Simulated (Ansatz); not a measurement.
ZrC (model structure, started from the CsCl type, Pm-3m, No. 221, 2 atoms in the cell) was calculated with PBEsol (Ansatz, an electronic-structure program, plane waves, PAW).

The input as run:

Ansatz 0.2 input:
```yaml
crystal:
  lattice:
    - [2.8910027165, 0.0, 0.0]
    - [0.0, 2.8910027165, 0.0]
    - [0.0, 0.0, 2.8910027165]
  atoms:
    - { symbol: Zr, position: [0.0, 0.0, 0.0] }
    - { symbol: C, position: [0.5, 0.5, 0.5] }
basis:
  ecutwfc: 520
  ecutrho_ratio: 4
  xc_grid: 2
kpoints:
  mp_grid: { grid: [20, 20, 20] }
hamiltonian:
  xc: pbesol
  dispersion: none
  pseudopotentials: { kind: paw }
scf:
  occupations: { method: fermi_dirac, width: 0.05 }
  convergence: { dr2_threshold: 0.0000000002 }
output:
  forces: true
  stress: true
  eigenvalues: true
```

From the output:

```
Crystal: 2 atoms, lattice volume = 24.163 Å³
Basis set: ecut = 520 eV, 619 PW (Γ), exchange–correlation on 48×48×48 points (8 copies of the dense FFT grid, shifted against one another)
Bands: 12, of which v1, the nominal top of the filled ones, is band 8 counted from 1 (7 counted from 0)
Symmetry: 48 space group operations
Space group: Pm-3m (ITA 221), of the structure as read, at distance tolerance 2.9e-5 Å
k-points: 286 of 8000
Functional: x = pbesol(κ = 0.804, μ = 0.12345679012345678), c = pbesol(β = 0.046)
SCF iter   1: F=—  HF=-4374.772510 eV  |F-HF|=—  |Δ(HF+E_count)|=         —  Δρ=1.19e-2  dr2=4.57e-2
SCF iter   2: F=—  HF=-4374.767899 eV  |F-HF|=—  |Δ(HF+E_count)|=   4.61e-3  Δρ=7.76e-3  dr2=2.13e-2
  ...
SCF iter   7: F=—  HF=-4374.764494 eV  |F-HF|=—  |Δ(HF+E_count)|=   1.03e-8  Δρ=2.39e-6  dr2=1.28e-9
SCF iter   8: F=-4374.764494 eV  HF=-4374.764494 eV  |F-HF|=4.55e-12  |Δ(HF+E_count)|=  1.86e-10  Δρ=1.36e-7  dr2=4.17e-12
SCF 1 converged in 8 iterations: F = -4374.764494 eV  dr2 = 4.17e-12
SCF converged after 8 iterations
Free energy (F): -4374.764494 eV
Internal energy: -4374.746118 eV  (E = F + TS)
E sigma→0 (E₀):  -4374.755306 eV
Fermi energy:    16.351121 eV
--- Forces (eV/Å), atoms counted from 1 ---
  atom   1  Zr    -0.00000000     0.00000000    -0.00000000
  atom   2  C      0.00000000    -0.00000000     0.00000000
--- Stress (GPa, compression-positive) ---
       -0.007271       0.000000       0.000000
        0.000000      -0.007271       0.000000
        0.000000       0.000000      -0.007271
  P = ⅓ Tr σ = -0.0073 GPa (-0.073 kbar)
```

The PAW data were made under PBE.

Note: the relaxation could raise the start's symmetry but not lower it, so the cell can be a saddle point.

Computing time: about 11 core-seconds (a rough figure).

A model structure was made by putting elements into a prototype or built by hand; it is no filed structure, need not be a known phase, and can be a saddle point held by its symmetry.
